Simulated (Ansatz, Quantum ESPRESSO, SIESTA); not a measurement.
**Code comparison for Mg (P6_3/mmc, 4 atoms in the cell)**

Relaxation of cell and atoms.

```xyz
4
Lattice="3.2235 0.0000 0.0000 -1.6118 2.7917 0.0000 0.0000 0.0000 10.4705" Properties=species:S:1:pos:R:3 pbc="T T T"
Mg     0.0000     0.0000     0.0000
Mg     0.0000     0.0000     5.2353
Mg     0.0000     1.8611     2.6176
Mg     1.6118     0.9306     7.8529
```

Shared settings, as Ansatz (a program for electronic structure) writes them: kpoints.mp_grid.grid = 8 8 3; scf.occupations.method = gaussian; scf.occupations.width = 0.1 eV. Potentials and cutoffs stand in the table.

```tsv
code	model	final volume (Å³/atom)	cutoff
Ansatz	PBE, PAW files	23.03	420 eV
Quantum ESPRESSO	PBE, GBRV 1.5 ultrasoft (PBE) pseudopotentials	23.02	40 Ry
SIESTA	GGA PBE, numerical atomic orbitals DZP, PseudoDojo PBE standard norm-conserving potentials (rewritten from UPF to PSML)	23.58	grid 300 Ry
```

The spread over the programs that give each value: final volume within 0.56 Å³/atom.

SIESTA uses small atom-centred bases, whose incompleteness enters pressures, forces and empty levels differently from a plane-wave cutoff. The programs treat the finite-basis stress differently while the cell relaxes: Ansatz adds an estimate of it.

The starting cell comes from a database of computed structures (which also holds hypothetical and non-ambient phases and stackings), without a prior relaxation at this level. Its lattice was rescaled by a random factor within 2.5 % of one.

Keys are those of Ansatz 0.2.
